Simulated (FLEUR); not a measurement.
# Convergence study of the k-point mesh for Cs (Im-3m, 1 atom in the cell)

```yaml
crystal:
  lattice:
    - [-3.03475, 3.03475, 3.03475]
    - [3.03475, -3.03475, 3.03475]
    - [3.03475, 3.03475, -3.03475]
  atoms:
    - { symbol: Cs, position: [0.00000, 0.00000, 0.00000] }
```

Method: PBEsol, all-electron FLAPW (FLEUR), scalar-relativistic valence run with FLEUR.

Base settings: Kmax = 3.8 1/bohr; GmaxXC = 15.2 1/bohr; xcFunctional = PBEs; jspins = 1; l_soc = F; mode = hist; fermiSmearingEnergy = 0.00367493 Htr; mesh (inpgen div1-3) = 4 4 4; inpgen gamma flag = true; Gmax = 15.2 1/bohr.

Moved along: kpt_gamma.

Only quantities that move along the ladder and can be compared are tabulated.

The starting cell has typed, rounded lattice constants, without a prior relaxation at this level. Its lattice was rescaled by up to half a per cent. Values depend on the basis (sphere radii, cutoffs, local orbitals), which need not be converged.

```tsv
kpt_div	free energy less the last step's (meV/atom)
2 2 2	97.82
4 4 4	25.20
5 5 5	-6.30
7 7 7	-1.45
9 9 9	-0.64
10 10 10	0.44
12 12 12	0.16
15 15 15	-0.02
18 18 18	0.00
23 23 23	0.00
```

Coarsest kpt_div that holds the free energy within 0.5 meV/atom of the last step, with all finer ones: 10 10 10; the step before is off by 0.64 meV/atom.
